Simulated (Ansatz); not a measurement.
The reference is Ta in the bcc (W type) structure (space group Im-3m, No. 229; a = 3.3205 Å; relaxed with 0.1 eV smearing).

Method: DFT with PBE, PAW potentials and a 420 eV plane-wave cutoff in Ansatz (a program for electronic structure), scalar-relativistic without spin-orbit coupling.

Base values:

The pressure is 0.0 GPa.

One thing is altered: the cell is scaled by 1.0250 in all directions; the atoms relax in the strained cell.

Q: Estimate the effect on the energy relative to the base.

A: The energy increases by 58 meV/atom.

Q: Predict the new pressure.

A: The pressure goes from zero to -12.5 GPa.

No phonon test of stability was made. The final runs are not spin-polarised.
